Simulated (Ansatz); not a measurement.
Ansatz (an electronic-structure program) run on a (001) slab of Sc3SnB (cut from a parent of space group no. 221; 10 atoms in the cell): self-consistent single point

Method: PBEsol, default PAW files made with PBE (plane waves; Ansatz).

Input as run:

Ansatz 0.2 input:
```yaml
# Sc3SnB
crystal:
  lattice:
    - [4.64000800, 0.00000000, 0.00000000]
    - [0.00000000, 4.64000800, 0.00000000]
    - [0.00000000, 0.00000000, 20.96000300]
  atoms:
    - { symbol: Sc, position: [0.50000000, 0.00000000, 0.33396900] }
    - { symbol: Sc, position: [0.00000000, 0.50000000, 0.33396900] }
    - { symbol: Sc, position: [0.50000000, 0.50000000, 0.44465600] }
    - { symbol: Sn, position: [0.00000000, 0.00000000, 0.44465600] }
    - { symbol: B, position: [0.50000000, 0.50000000, 0.33396900] }
    - { symbol: Sc, position: [0.50000000, 0.00000000, 0.55534400] }
    - { symbol: Sc, position: [0.00000000, 0.50000000, 0.55534400] }
    - { symbol: Sc, position: [0.50000000, 0.50000000, 0.66603100] }
    - { symbol: Sn, position: [0.00000000, 0.00000000, 0.66603100] }
    - { symbol: B, position: [0.50000000, 0.50000000, 0.55534400] }
basis:
  ecutwfc: 30.9 Ry
kpoints:
  mp_grid: { grid: [5, 5, 1] }
hamiltonian:
  xc: pbesol
  pseudopotentials: { kind: paw }
scf:
  occupations: { method: fermi_dirac, width: 0.0073 Ry }
output:
  forces: true
  eigenvalues: true
  stress: true
```

Output, abridged:

```
WARN ansatz: RAYON_NUM_THREADS=1 ignored (pool sized by the plan → 1); use --threads N
Pseudopotentials: kind: paw
Pseudopotential: Sc, paw, valence charge 11
Pseudopotential: Sn, paw, valence charge 14
Pseudopotential: B, paw, valence charge 3
Crystal: 10 atoms, lattice volume = 451.262 Å³
Basis set: ecut = 420.4159175005146 eV, 8815 PW (Γ), exchange–correlation on 64×64×288 points (8 copies of the dense FFT grid, shifted against one another)
Bands: 60, of which v1, the nominal top of the filled ones, is band 50 counted from 1 (49 counted from 0)
Symmetry: 8 space group operations
Space group: P4mm (ITA 99), of the structure as read, at distance tolerance 7.7e-5 Å
k-points: 6 of 25
PAW frozen core: Sc, regenerated for the run's functional, and the local potential with it
PAW frozen core: Sn, regenerated for the run's functional, and the local potential with it
PAW frozen core: B, regenerated for the run's functional, and the local potential with it
Initial density: superposition of atomic densities (neutral atoms: chi_scale 0, normalization atom), corrected by the library's trained network
Initial wavefunctions: pseudopotential atomic-orbital guess
Eigensolver: davidson
Functional: x = pbesol(κ = 0.804, μ = 0.12345679012345678), c = pbesol(β = 0.046)
SCF iter   1: F=—  HF=-24875.543910 eV  |F-HF|=—  |Δ(HF+E_count)|=         —  Δρ=4.96e-3  dr2=1.76e0  ethr=1.77e-3  ⟨swp⟩=7.3  Hψ=1430  notcnv=0
all-band conjugate gradients solve this SCF's bands
preconditioner: auto → LDOS
SCF iter   2: F=—  HF=-24875.497262 eV  |F-HF|=—  |Δ(HF+E_count)|=   4.66e-2  Δρ=2.27e-3  dr2=3.32e-1  ethr=1.76e-3  ⟨swp⟩=2.3  Hψ=459  notcnv=0
SCF iter   3: F=—  HF=-24875.484349 eV  |F-HF|=—  |Δ(HF+E_count)|=   1.29e-2  Δρ=5.39e-4  dr2=1.30e-2  ethr=3.32e-4  ⟨swp⟩=2.5  Hψ=505  notcnv=0
SCF iter   4: F=—  HF=-24875.484012 eV  |F-HF|=—  |Δ(HF+E_count)|=   3.38e-4  Δρ=2.10e-4  dr2=3.78e-4  ethr=1.30e-5  ⟨swp⟩=2.0  Hψ=412  notcnv=0
SCF iter   5: F=—  HF=-24875.483944 eV  |F-HF|=—  |Δ(HF+E_count)|=   6.74e-5  Δρ=7.71e-5  dr2=4.07e-5  ethr=3.78e-7  ⟨swp⟩=2.5  Hψ=647  notcnv=0
SCF iter   6: F=—  HF=-24875.483862 eV  |F-HF|=—  |Δ(HF+E_count)|=   8.23e-5  Δρ=3.81e-5  dr2=1.40e-5  ethr=4.07e-8  ⟨swp⟩=2.2  Hψ=633  notcnv=0
SCF iter   7: F=—  HF=-24875.483863 eV  |F-HF|=—  |Δ(HF+E_count)|=   1.41e-6  Δρ=1.37e-5  dr2=3.10e-6  ethr=1.40e-8  ⟨swp⟩=2.0  Hψ=531  notcnv=0
SCF iter   8: F=—  HF=-24875.483864 eV  |F-HF|=—  |Δ(HF+E_count)|=   3.90e-7  Δρ=5.44e-6  dr2=1.71e-7  ethr=3.10e-9  ⟨swp⟩=2.0  Hψ=513  notcnv=0
SCF iter   9: F=-24875.483864 eV  HF=-24875.483864 eV  |F-HF|=3.02e-8  |Δ(HF+E_count)|=   1.63e-8  Δρ=1.63e-6  dr2=4.13e-8  ethr=1.00e-10  ⟨swp⟩=9.5  Hψ=1439  notcnv=0
SCF 1 converged in 9 iterations: F = -24875.483864 eV  dr2 = 4.13e-8
SCF converged after 9 iterations
Free energy (F): -24875.483864 eV
Harris-Foulkes:  -24875.483864 eV  (|F-HF|=3.02e-8)
Internal energy: -24875.267099 eV  (E = F + TS)
E sigma→0 (E₀):  -24875.375481 eV
Entropy (-TS):   -0.216764 eV (-21.676 meV/atom)
Fermi energy:    2.459188 eV
--- Per-component energies (eV) ---
  E_band       = -1835.214834
  E_kinetic    = 2030.313688
  E_local      = -53672.156650  (includes V_loc(G=0)·N_el)
  E_nonlocal   = 466.012005
  E_hartree    = 25896.633538
  E_xc         = -1438.950766
  E_vxc        = -1037.054542  (∫ρ·V_xc dr)
  E_paw        = -13876.289688  (= ΣΔE_a)
  E_vpaw       = -1415.608024  (= ΣTr[D̂ρ^β])
  E_aug_tail   = 0.000060  (compensation charges beyond the density's cutoff)
  E_ewald      = 15717.797462
  E_core_change = 1.373252  (= ΣΔE_core)
  E_smearing   = -0.216764  (= −TS)
  E_closure    = 0.000000  (closes the sum)
  Σ components = -24875.483864   (vs F -24875.483864, Δ=0.00e0)
--- Forces (eV/Å), atoms counted from 1 ---
  atom   1  Sc     0.00000000     0.00000000     0.34213097
  atom   2  Sc     0.00000000     0.00000000     0.34213097
  atom   3  Sc    -0.00000000     0.00000000    -0.26458675
  atom   4  Sn    -0.00000000     0.00000000    -0.24516237
  atom   5  B     -0.00000000     0.00000000    -0.03189574
  atom   6  Sc     0.00000000     0.00000000     0.29094943
  atom   7  Sc     0.00000000    -0.00000000     0.29094943
  atom   8  Sc    -0.00000000    -0.00000000    -0.15455584
  atom   9  Sn    -0.00000000     0.00000000    -0.89671929
  atom  10  B      0.00000000    -0.00000000     0.32665256
  max |Σ_I F_I| component: 1.07e-4 eV/Å
--- Stress (GPa, compression-positive) ---
       -2.056547      -0.000000      -0.000000
       -0.000000      -2.056547      -0.000000
       -0.000000      -0.000000      -1.521153
  P = ⅓ Tr σ = -1.8781 GPa (-18.781 kbar)
  The stress holds the Pulay correction. Without it, at fixed plane waves, as pw.x and ABINIT print it: P = -1.8934 GPa
--- Band table (eV; the first three rows and the last of 6) ---
  k-point 0: bands = ["-47.1936", "-46.8236", "-46.7837", "-46.4069", "-46.3344", "-46.2974", "-25.9228", "-25.8970", "-25.8970", "-25.7213", "-25.6710", "-25.6410", "-25.6410", "-25.3164", "-25.3164", "-25.2203", "-25.2203", "-25.1924", "-25.1415", [...]
  k-point 1: bands = ["-47.1935", "-46.8197", "-46.7875", "-46.4063", "-46.3312", "-46.3012", "-25.9231", "-25.8992", "-25.8970", "-25.7170", "-25.6764", "-25.6331", "-25.6313", "-25.3252", "-25.3242", "-25.2334", "-25.2185", "-25.1820", "-25.1368", [...]
  k-point 2: bands = ["-47.1934", "-46.8097", "-46.7974", "-46.4054", "-46.3225", "-46.3109", "-25.9237", "-25.9028", "-25.8970", "-25.7054", "-25.6897", "-25.6190", "-25.6142", "-25.3412", "-25.3379", "-25.2536", "-25.2160", "-25.1648", "-25.1241", [...]
  k-point 5: bands = ["-47.1932", "-46.8053", "-46.8015", "-46.4044", "-46.3190", "-46.3154", "-25.9258", "-25.9019", "-25.9016", "-25.7150", "-25.7009", "-25.6962", "-25.5145", "-25.4651", "-25.2563", "-25.2540", "-25.2180", "-25.1997", "-25.1345", [...]
```

The run converged in 9 iterations.

The starting cell comes from a database of computed structures (which also holds hypothetical and non-ambient phases and stackings), without a prior relaxation at this level. The slab is cut from that crystal, and its faces are unrelaxed. Its lattice was rescaled by up to half a per cent. Spin polarisation is off, though cut faces can carry moments; the slab shows no gap. The two faces of this cut differ, and no dipole correction was used.
